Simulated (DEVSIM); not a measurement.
Device: illuminated GaAs p-on-n cell, one wavelength, at 300 K.

| layer (left to right) | material | thickness (μm) | Nd (cm⁻³) | Na (cm⁻³) | τn (s) | τp (s) | absorption coefficient (cm⁻¹) |
|---|---|---|---|---|---|---|---|
| 1 | GaAs | 0.110 | - | 1.5e18 | 1.4e-10 | 4.3e-11 | 21000 |
| 2 | GaAs | 3.10 | 9.7e15 | - | 1e-9 | 1e-10 | 21000 |

Left contact: ohmic, minority electron recombination velocity 100 cm/s. Right contact: ohmic, minority hole recombination velocity 9000 cm/s. Voltage is applied to the left contact. Recombination: SRH at mid-gap, radiative, Auger. Light enters at the left, 1.2e17 photons cm⁻² s⁻¹, one pass, no reflection. Mobility is constant in doping.

The device is made up for the run: typed textbook-type constants, with dimensions and the other settings drawn at random. Values at 300 K.

```csv
parameter,GaAs
gap (eV),1.424
affinity (eV),4.07
permittivity,12.9
Nc (cm⁻³),4.7e17
Nv (cm⁻³),9e18
μn (cm²/Vs),8500
μp (cm²/Vs),400
B (cm³/s),2e-10
Cn (cm⁶/s),1e-30
Cp (cm⁶/s),1e-30
```

Simulated with DEVSIM: 1D drift-diffusion, Boltzmann statistics, complete ionisation; no tunnelling, impact ionisation, image-force lowering or self-heating.

### Question
Tabulate band edges, carrier densities and field at zero bias, in the dark.

### Answer
Energies count from the Fermi level of the right contact; mesh points crowd at the junctions.

| x (μm) | Ec (eV) | Ev (eV) | n (cm⁻³) | p (cm⁻³) | field (V/cm) |
|---|---|---|---|---|---|
| 0.000 | 1.378 | -0.046 | < 1e2 | 1.5e18 | ≈ 0 |
| 0.01362 | 1.378 | -0.046 | < 1e2 | 1.5e18 | ≈ 0 |
| 0.03317 | 1.378 | -0.046 | < 1e2 | 1.5e18 | ≈ 0 |
| 0.05500 | 1.378 | -0.046 | < 1e2 | 1.5e18 | ≈ 0 |
| 0.08490 | 1.378 | -0.046 | < 1e2 | 1.5e18 | -99 |
| 0.1012 | 1.374 | -0.050 | < 1e2 | 1.3e18 | -9600 |
| 0.1143 | 1.314 | -0.110 | < 1e2 | 1.3e17 | -64000 |
| 0.1401 | 1.168 | -0.256 | < 1e2 | 4.5e14 | -53000 |
| 0.1738 | 0.996 | -0.428 | < 1e2 | 5.9e11 | -49000 |
| 0.2344 | 0.727 | -0.697 | 290000 | 1.7e7 | -40000 |
| 0.3265 | 0.412 | -1.012 | 5.7e10 | < 1e2 | -28000 |
| 0.5438 | 0.112 | -1.312 | 6.1e15 | < 1e2 | -2600 |
| 0.8276 | 0.100 | -1.324 | 9.7e15 | < 1e2 | ≈ 0 |
| 1.337 | 0.100 | -1.324 | 9.7e15 | < 1e2 | ≈ 0 |
| 2.181 | 0.100 | -1.324 | 9.7e15 | < 1e2 | ≈ 0 |
| 2.584 | 0.100 | -1.324 | 9.7e15 | < 1e2 | ≈ 0 |
| 2.849 | 0.100 | -1.324 | 9.7e15 | < 1e2 | ≈ 0 |
| 2.996 | 0.100 | -1.324 | 9.7e15 | < 1e2 | ≈ 0 |
| 3.109 | 0.100 | -1.324 | 9.7e15 | < 1e2 | ≈ 0 |
| 3.157 | 0.100 | -1.324 | 9.7e15 | < 1e2 | ≈ 0 |
| 3.188 | 0.100 | -1.324 | 9.7e15 | < 1e2 | ≈ 0 |
| 3.210 | 0.100 | -1.324 | 9.7e15 | < 1e2 | ≈ 0 |
